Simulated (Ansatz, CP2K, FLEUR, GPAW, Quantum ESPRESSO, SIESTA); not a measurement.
BaSrI4 (R-3m, 6 atoms in the cell) computed with different codes at matched settings

Self-consistent single point, at a second geometry (lattice scaled by 0.98). First geometry:

```
BaSrI4
1.0
    2.93501     1.69453     9.36382
   -2.93501     1.69453     9.36382
    0.00000    -3.38906     9.36382
Ba Sr I
1 1 4
Direct
  0.00000   0.00000   0.00000
  0.50000   0.50000   0.50000
  0.62280   0.62280   0.62280
  0.37720   0.37720   0.37720
  0.87091   0.87091   0.87091
  0.12909   0.12909   0.12909
```

Shared settings, as Ansatz (a first-principles code) writes them: kpoints.mp_grid.grid = 3 3 3; scf.occupations.method = fixed. Potentials and cutoffs stand in the table.

| code | model | ΔF from the first geometry (meV/atom) | pressure (GPa) | largest force (eV/Å) | gap on the mesh (eV) | cutoff |
|---|---|---|---|---|---|---|
| GPAW | PBEsol, GPAW PAW datasets PBEsol (made by gpaw-setup) | -14.3 | -0.22 | 0.035 | 3.613 | 550 eV |
| SIESTA | GGA PBEsol, numerical atomic orbitals DZP, PseudoDojo PBEsol standard norm-conserving potentials (rewritten from UPF to PSML) | -14.7 | -0.15 | 0.024 | 3.583 | grid 350 Ry |
| Ansatz | PBEsol, PAW files made with PBE | -16.8 | -0.39 | 0.047 | 3.628 | 420 eV |
| Quantum ESPRESSO | PBEsol, PseudoDojo standard norm-conserving (PBESOL) pseudopotentials | -17.2 | -0.41 | 0.047 | 3.626 | 70 Ry |
| CP2K | PBEsol, GPW, DZVP-MOLOPT-SR-GTH basis, GTH-PBE potentials (GTH_POTENTIALS) | -6.6 | 0.30 | 0.028 | 3.711 | grid 500 Ry |
| FLEUR | PBEsol, all-electron FLAPW (FLEUR), scalar-relativistic valence | -16.4 | – | 0.046 | 3.628 | Kmax 3.8 1/bohr |

Size of the force on each atom (eV/Å): Sizes of forces hide their directions.

```csv
code,Ba1,Sr2,I3,I4,I5,I6
GPAW,0.000,0.000,0.010,0.010,0.035,0.035
SIESTA,0.000,0.000,0.018,0.018,0.024,0.024
Ansatz,0.000,0.000,0.001,0.001,0.047,0.047
Quantum ESPRESSO,0.000,0.000,0.002,0.002,0.047,0.047
CP2K,0.000,0.000,0.028,0.028,0.007,0.007
FLEUR,0.000,0.000,0.001,0.001,0.046,0.046
```

A dash marks a value that a program does not give, or that is left out as unsure.

Gaps are read on the mesh.

On Ansatz's run: spin-orbit coupling is off.

The spread over the programs that give each value: ΔF from the first geometry within 10.6 meV/atom; pressure within 0.71 GPa; largest force within 0.023 eV/Å; gap on the mesh within 0.128 eV.

SIESTA and CP2K use small atom-centred bases, whose incompleteness enters pressures, forces and empty levels differently from a plane-wave cutoff. FLEUR treats all electrons, but the usual bases taken here (sphere radii, linearisation, local orbitals, empty states) were not tested for convergence, so the values are no reference for the others. Ansatz's pressure is given at a fixed set of plane waves, as the other plane-wave codes print theirs.

The starting cell comes from a database of computed structures (which also holds hypothetical and non-ambient phases and stackings), without a prior relaxation at this level. For this run, on top of that: lattice scaled by 0.98.

Keys are those of Ansatz 0.2.
